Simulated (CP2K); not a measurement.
A self-consistent single point of SrSi3Ni (I4mm, 5 atoms in the cell) with CP2K.

Method of the run: PBEsol, GPW, DZVP-MOLOPT-SR-GTH basis, GTH-PBE potentials (GTH_POTENTIALS) (CP2K).

```xyz
5
Lattice="5.6107 0.0000 0.0000 2.6168 4.9631 0.0000 -4.1137 -2.4815 2.8981" Properties=species:S:1:pos:R:3 pbc="T T T"
Sr     4.9274     2.9724     0.0000
Si     0.0172     0.0104     0.0000
Si     2.1308     2.9776     1.4490
Si     3.6277     0.4961     1.4490
Ni     2.0139     1.2149     0.0000
```

Reference input (self-consistent single point, DFT LDA (Pade form), GPW, DZVP-MOLOPT-SR-GTH basis, GTH-PADE potentials (GTH_POTENTIALS)): CUTOFF = 600 Ry; REL_CUTOFF = 40 Ry; SMEAR/METHOD = GAUSSIAN; SIGMA = 0.05 eV; KPOINTS/SCHEME = MONKHORST-PACK 10 10 10; GAMMA_CENTERED = T; XC_FUNCTIONAL = PADE; Sr/BASIS_SET = DZVP-MOLOPT-SR-GTH-q10; Sr/POTENTIAL = GTH-PADE-q10; Si/BASIS_SET = DZVP-MOLOPT-SR-GTH-q4; Si/POTENTIAL = GTH-PADE-q4; Ni/BASIS_SET = DZVP-MOLOPT-SR-GTH-q18. This run's input differs from it in these lines:

```diff
@@ -44,3 +44,6 @@
     &XC
-      &XC_FUNCTIONAL PADE
+      &XC_FUNCTIONAL
+        &PBE
+          PARAMETRIZATION PBESOL
+        &END PBE
       &END XC_FUNCTIONAL
@@ -78,3 +81,3 @@
       BASIS_SET DZVP-MOLOPT-SR-GTH-q10
-      POTENTIAL GTH-PADE-q10
+      POTENTIAL GTH-PBE-q10
     &END KIND
@@ -82,3 +85,3 @@
       BASIS_SET DZVP-MOLOPT-SR-GTH-q4
-      POTENTIAL GTH-PADE-q4
+      POTENTIAL GTH-PBE-q4
     &END KIND
@@ -86,3 +89,3 @@
       BASIS_SET DZVP-MOLOPT-SR-GTH-q18
-      POTENTIAL GTH-PADE-q18
+      POTENTIAL GTH-PBE-q18
     &END KIND
```

The program printed (abridged):

```
 SCF WAVEFUNCTION OPTIMIZATION

  Step     Update method      Time    Convergence         Total energy    Change
     1 NoMix/Diag. 0.20E+00      -     1.92404530      -212.7865794630 -2.13E+02
     2 Broy./Diag. 0.20E+00      -     0.14715489      -208.2241688038  4.56E+00
     3 Broy./Diag. 0.20E+00      -     0.01850320      -212.7297848194 -4.51E+00
     4 Broy./Diag. 0.20E+00      -     0.07090634      -211.7315645690  9.98E-01
     5 Broy./Diag. 0.20E+00      -     0.01314898      -211.8978396280 -1.66E-01
     6 Broy./Diag. 0.20E+00      -     0.01154578      -211.5133313800  3.85E-01
   [... 9 lines left out ...]
    16 Broy./Diag. 0.20E+00      -     0.00000135      -211.6316347797 -9.22E-08
    17 Broy./Diag. 0.20E+00      -     0.00000011      -211.6316343231  4.57E-07
    18 Broy./Diag. 0.20E+00      -     0.00000010      -211.6316344103 -8.72E-08
    19 Broy./Diag. 0.20E+00      -     0.00000002      -211.6316341597  2.51E-07
  *** SCF run converged in    19 steps ***

  Overlap energy of the core charge distribution:               0.00000000000142
  Self energy of the core charge distribution:               -350.68290424132351
  Core Hamiltonian energy:                                     92.42184202596701
  Hartree energy:                                              71.44092476779073
  Exchange-correlation energy:                                -24.81144615880303
  Smearing free energy correction:                             -0.00005055335250
  Fermi energy:                                                 0.35182298255958

  Total energy:                                              -211.63163415972335
  Total energy (extrapolated to sigma->0):                   -211.63160888304711

   [... lines left out ...]

 STRESS| Analytical stress tensor [bar]
 STRESS|                        x                   y                   z
 STRESS|      x        4.75481747782E+04  -3.61665839979E+03   7.63925183957E+00
 STRESS|      y       -3.61665839979E+03   5.13634480170E+04   4.59086940207E+00
 STRESS|      z        7.63925183957E+00   4.59086940207E+00   5.35505066452E+04
 STRESS| 1/3 Trace                                             5.08207098135E+04
```

The run converged in 19 iterations. Against the reference run the pressure goes from 0.80 to 5.08 GPa and the largest force hardly changes (0.338 to 0.341 eV/Å).

The starting cell comes from a database of computed structures (which also holds hypothetical and non-ambient phases and stackings), without a prior relaxation at this level. Its lattice was rescaled by a random factor within 2.5 % of one. Spin polarisation is off. Values carry the incompleteness of an atom-centred basis. The potentials were made for another functional than the one used. With a pressure of about 5 GPa the cell is away from its equilibrium volume at this level.

Cost on one core of a shared machine: roughly 2 min.
